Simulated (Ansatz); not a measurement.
Ansatz (a quantum-chemistry and plane-wave program), DFT, LDA, plane waves, its default PAW files: Fe3Ge (from the phase in space group 221, mp-20344), 4 atoms, spin-polarised from a ferromagnetic start (4 μB on Fe). Basis and mesh were picked for this test and aren't claimed converged.

```
Quantity                                                           Value
---------------------------------------  -------------------------------
cell                                     3.66, 3.66, 3.66 Å; 90, 90, 90°
task                                                        single point
k mesh                                                             6×6×6
hamiltonian.xc                                                       lda
kind of files                                                        paw
scf.occupations.method                                       fermi_dirac
scf.occupations.width                                            0.05 eV
output.forces                                                       true
magnetization.spin_polarized                                        true
binding of workers (--pin)                                           off
k-point pools (--kpoint-pools)                                         1
memory maximum (--max-ram)                                          8GiB
accuracy                                                medium (default)
basis.precision                                           auto (default)
basis.xc_grid                                                1 (default)
scf.eigensolver.kind                                      auto (default)
scf.convergence.dr2_threshold                            1e-07 (default)
scf.lower_state_search                                   light (default)
k-points after symmetry (for each spin)                               20
bands at the start                                                    45
electrons                                                             62
plane waves at Γ                                                     949
cutoff (eV)                                                          420
FFT grid                                                        25×25×25
symmetry operations                                                   48
```

Settings of this run: scf.mixing.algorithm = anderson, scf.mixing.preconditioner = auto, scf.mixing.ndim = 1, scf.algorithm = auto; 4 threads.

```tsv
iteration	dr2 (eV)	Hψ
1	3.05e0	6450
2	5.23e-1	2714
3	3.37e-1	2106
4	2.92e-1	2144
5	3.24e-1	2204
6	2.33e-1	2210
7	1.68e-1	2228
8	1.20e-1	2210
9	8.42e-2	2115
10	5.73e-2	2015
11	3.81e-2	1889
12	2.50e-2	1816
13	1.61e-2	1840
14	1.03e-2	1856
…	…	…
21	3.26e-4	1808
22	1.94e-4	1808
23	1.15e-4	1800
24	6.87e-5	1800
25	4.11e-5	1800
26	2.48e-5	1800
27	1.52e-5	1800
28	9.40e-6	1800
…	…	…
34	7.71e-7	1800
35	5.31e-7	1800
36	3.67e-7	1800
37	2.54e-7	1800
38	1.75e-7	1800
39	1.21e-7	1800
40	8.33e-8	1800
41	9.32e-8	4223
```

It converged after 41 SCF iterations (all cycles of the run, searches included).

### Question
Which change of one setting makes this cycle converge in far fewer steps?

### Answer
One answer among several that fit: scf.mixing.ndim = not set (18 SCF iterations (all cycles of the run, searches included)) or scf.mixing.ndim = 4 (19 SCF iterations (all cycles of the run, searches included)) or scf.mixing.ndim = 16 (19 SCF iterations (all cycles of the run, searches included)), all else kept. With more settings changed, the fewest of all runs of this system: scf.mixing.algorithm = auto (default), scf.mixing.ndim = not set, scf.algorithm = direct_min (9). The first change moves the result by: energy under 0.001 meV/atom, magnetization under 0.001 μB/atom, absolute magnetization under 0.001 μB/atom. Counts are of single runs.

Keys are those of Ansatz 0.2.
